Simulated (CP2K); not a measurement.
# How a calculation on Rb3Cd (Fm-3m, 4 atoms in the cell) responds to its settings

```
CELL_PARAMETERS angstrom
      7.07249     0.00000     0.00000
      3.53625     6.12495     0.00000
      3.53625     2.04165     5.77466
ATOMIC_POSITIONS crystal
  Rb 0.25000 0.25000 0.25000
  Rb 0.75000 0.75000 0.75000
  Rb 0.50000 0.50000 0.50000
  Cd 0.00000 0.00000 0.00000
```

Base run A: LDA (Pade form), GPW, DZVP-MOLOPT-SR-GTH basis, GTH-PADE potentials (GTH_POTENTIALS) (CP2K), self-consistent single point.

Its settings: CUTOFF = 500 Ry; REL_CUTOFF = 40 Ry; SMEAR/METHOD = FERMI_DIRAC; ELECTRONIC_TEMPERATURE = 1578.21 K; KPOINTS/SCHEME = MONKHORST-PACK 4 4 4; XC_FUNCTIONAL = PADE; Rb/BASIS_SET = DZVP-MOLOPT-SR-GTH; Rb/POTENTIAL = GTH-PADE-q9; Cd/BASIS_SET = DZVP-MOLOPT-SR-GTH; Cd/POTENTIAL = GTH-PADE-q12; METHOD = GPW; EPS_DEFAULT = 1e-11; NGRIDS = 5; SCF_GUESS = ATOMIC; EPS_SCF = 1e-07; MAX_SCF = 100; ADDED_MOS = 7; MIXING/METHOD = BROYDEN_MIXING; MIXING/ALPHA = 0.3; MIXING/NBUFFER = 8.

The starting cell comes from a database of computed structures (which also holds hypothetical and non-ambient phases and stackings), without a prior relaxation at this level. Values carry the incompleteness of an atom-centred basis.

ΔF is the free energy per atom less that of run A. 

```tsv
run	change	ΔF (meV/atom)	pressure (GPa)	largest force (eV/Å)
A	base	0.00	-0.76	0.004
B	XC_SMOOTH_RHO: default → NN50; XC_DERIV: default → NN50_SMOOTH	68.3	-0.88	0.004
C	XC_SMOOTH_RHO: default → NONE; XC_DERIV: default → SPLINE3	0.00	-0.76	0.004
D	USE_FINER_GRID: default → T	0.00	-0.76	0.004
```

Run B against A: The free energy goes up by 68.3 meV/atom, the pressure goes from -0.76 to -0.88 GPa and the largest force stays at 0.004 eV/Å.

Run D against A: The free energy hardly moves (within 1 meV/atom), the pressure stays at -0.76 GPa and the largest force stays at 0.004 eV/Å.

Run C against A: The free energy stays essentially unchanged (within 1 meV/atom), the pressure stays at -0.76 GPa and the largest force stays at 0.004 eV/Å.

Left out of this page: 2 runs of the series unsound by tests on forces, stress, charge or solver warnings.
